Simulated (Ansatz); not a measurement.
**SrTiO3 (I4/mcm, No. 140, 10 atoms in the cell; start mp-4651)**

Calculation: HSE06 in Ansatz (PAW).

Numerical settings: plane-wave cutoff 460 eV, 6×6×6 k mesh, Fermi–Dirac smearing 0.01 eV, no spin polarisation, scalar-relativistic PAW data made under PBE.

Cell (relaxed with PBEsol):

```cif
data_O12Sr4Ti4
_chemical_formula_sum 'Sr4 Ti4 O12'
_space_group_name_H-M_alt 'I4/mcm'
_space_group_IT_number 140
_space_group_name_Hall '-I 4 2c'
_cell_length_a 5.48770
_cell_length_b 5.48770
_cell_length_c 7.80904
_cell_angle_alpha 90.000
_cell_angle_beta 90.000
_cell_angle_gamma 90.000
loop_
_atom_site_label
_atom_site_type_symbol
_atom_site_symmetry_multiplicity
_atom_site_Wyckoff_symbol
_atom_site_fract_x
_atom_site_fract_y
_atom_site_fract_z
_atom_site_occupancy
Sr1 Sr 4 b 0.00000 0.50000 0.25000 1
Ti1 Ti 4 c 0.00000 0.00000 0.00000 1
O1 O 8 h 0.22533 0.27467 0.00000 1
O2 O 4 a 0.00000 0.00000 0.25000 1
```
(The calculation used a cell of 10 atoms; values per cell refer to that cell.)

```json
{
  "band_gap": "3.48 eV"
}
```

Note: cell and atoms aren't relaxed at this level (largest force component 0.04 eV/Å, pressure 0.6 GPa).

Spin–orbit coupling is not included.

The computed numbers hold no vibrational or temperature effects.

The result took around 5 core-minutes (rough).

A start named mp-… is a Materials Project structure, which need not be a measured phase.

Ansatz is an electronic-structure program.
